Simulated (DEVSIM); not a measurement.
System: Si n+/n-/n+ resistor, at 300 K.

| layer (left to right) | material | thickness (μm) | Nd (cm⁻³) | τn (s) | τp (s) |
|---|---|---|---|---|---|
| 1 | Si | 0.470 | 1.5e17 | 5.9e-5 | 5.9e-5 |
| 2 | Si | 0.100 | 5.1e15 | 5.9e-5 | 5.9e-5 |
| 3 | Si | 0.600 | 3e17 | 5.9e-5 | 5.9e-5 |

Left contact: ohmic. Right contact: ohmic. Voltage is applied to the left contact. Recombination: SRH at mid-gap, radiative. Mobility is constant in doping.

The device is made up for the run: typed textbook-type constants, with dimensions and the other settings drawn at random. Values at 300 K.

```
parameter           Si
-------------  -------
gap (eV)         1.124
affinity (eV)     4.05
permittivity      11.7
Nc (cm⁻³)      2.86e19
Nv (cm⁻³)       3.1e19
μn (cm²/Vs)       1417
μp (cm²/Vs)        470
B (cm³/s)      4.7e-15
```

Model (solved in DEVSIM): 1D drift-diffusion, Boltzmann statistics, complete ionisation; no tunnelling, impact ionisation, image-force lowering or self-heating.

Tabulate band edges, carrier densities and field at zero bias.

Energies count from the Fermi level of the right contact; mesh points crowd at the junctions.

```tsv
x (μm)	Ec (eV)	Ev (eV)	n (cm⁻³)	p (cm⁻³)	field (V/cm)
0.000	0.136	-0.988	1.5e17	770	≈ 0
0.01795	0.136	-0.988	1.5e17	770	≈ 0
0.05068	0.136	-0.988	1.5e17	770	≈ 0
0.1025	0.136	-0.988	1.5e17	770	≈ 0
0.2350	0.136	-0.988	1.5e17	770	≈ 0
0.3399	0.136	-0.988	1.5e17	770	≈ 0
0.4028	0.136	-0.988	1.5e17	780	41
0.4516	0.140	-0.984	1.3e17	910	3900
0.4697	0.157	-0.967	6.6e16	1800	18000
0.4861	0.177	-0.947	3.0e16	3800	8200
0.5075	0.187	-0.937	2.0e16	5700	2000
0.5415	0.181	-0.943	2.6e16	4400	-6500
0.5618	0.158	-0.966	6.3e16	1800	-17000
0.5766	0.128	-0.996	2.0e17	570	-13000
0.6107	0.118	-1.006	3.0e17	390	-150
0.6611	0.118	-1.006	3.0e17	390	≈ 0
0.7420	0.118	-1.006	3.0e17	390	≈ 0
0.8820	0.118	-1.006	3.0e17	390	≈ 0
1.042	0.118	-1.006	3.0e17	390	≈ 0
1.105	0.118	-1.006	3.0e17	390	≈ 0
1.144	0.118	-1.006	3.0e17	390	≈ 0
1.170	0.118	-1.006	3.0e17	390	≈ 0
```
